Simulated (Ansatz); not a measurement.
**A computed series for ZnS: pressure series**

Base system: ZnS (space group R3m, No. 160; a = 3.784 Å, c = 27.900 Å (hexagonal axes)).

Cell and atoms are relaxed at each pressure.

Calculations: PBEsol (Ansatz, a first-principles code; PAW; 420 eV plane waves; no spin-orbit coupling).

```json
[
 {"change": "base", "lattice parameter a": "3.784 Å", "band gap": "2.13 eV", "electron mass": "0.16 mₑ along c, 0.17 mₑ across (at Γ)"},
 {"change": "pressure 0.3 GPa", "lattice parameter a": "3.779 Å", "band gap": "2.15 eV", "electron mass": "0.16 mₑ along c, 0.18 mₑ across (at Γ)"},
 {"change": "pressure 0.7 GPa", "lattice parameter a": "3.773 Å", "band gap": "2.17 eV", "electron mass": "0.16 mₑ along c, 0.18 mₑ across (at Γ)"},
 {"change": "pressure 1.5 GPa", "lattice parameter a": "3.760 Å", "band gap": "2.21 eV", "electron mass": "0.16 mₑ along c, 0.18 mₑ across (at Γ)"},
 {"change": "pressure 3 GPa", "lattice parameter a": "3.738 Å", "band gap": "2.29 eV", "electron mass": "0.17 mₑ along c, 0.18 mₑ across (at Γ)"},
 {"change": "pressure 5 GPa", "lattice parameter a": "3.712 Å", "band gap": "2.38 eV", "electron mass": "0.17 mₑ along c, 0.19 mₑ across (at Γ)"},
 {"change": "pressure 7.5 GPa", "lattice parameter a": "3.681 Å", "band gap": "2.48 eV", "electron mass": "0.17 mₑ along c, 0.19 mₑ across (at Γ)"}
]
```

Load acts through the strain it causes; cell and atoms are relaxed under it. Effective masses come from finite differences of ±0.01 Å⁻¹. Stability against distortions was not tested. Competing high-pressure phases were not computed. This is not the structure that ZnS has at room temperature and ambient pressure.
